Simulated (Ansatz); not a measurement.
Ti₄AlN₃ (P6₃/mmc, No. 194), treated with rVV10 (plane waves, PAW; Ansatz, a first-principles code).

Numerical settings: plane-wave cutoff 520 eV, 24×24×4 k mesh (along the axes of the cell as run), Fermi–Dirac smearing 0.05 eV, no spin polarisation, scalar-relativistic PAW data made under PBE.

Response to compression and expansion:

Shape and atoms are relaxed at each volume.

```csv
V (Å³/atom),P (GPa),c (Å),a (Å)
11.069,8.69,23.206,2.969
11.300,4.11,23.375,2.988
11.530,0.00,23.543,3.008
11.761,-3.70,23.711,3.027
11.991,-7.00,23.879,3.046
```

Note: the run has no spin polarisation, so it can have missed a magnetic state; the bulk modulus comes from volumes at which shape and atoms were relaxed.
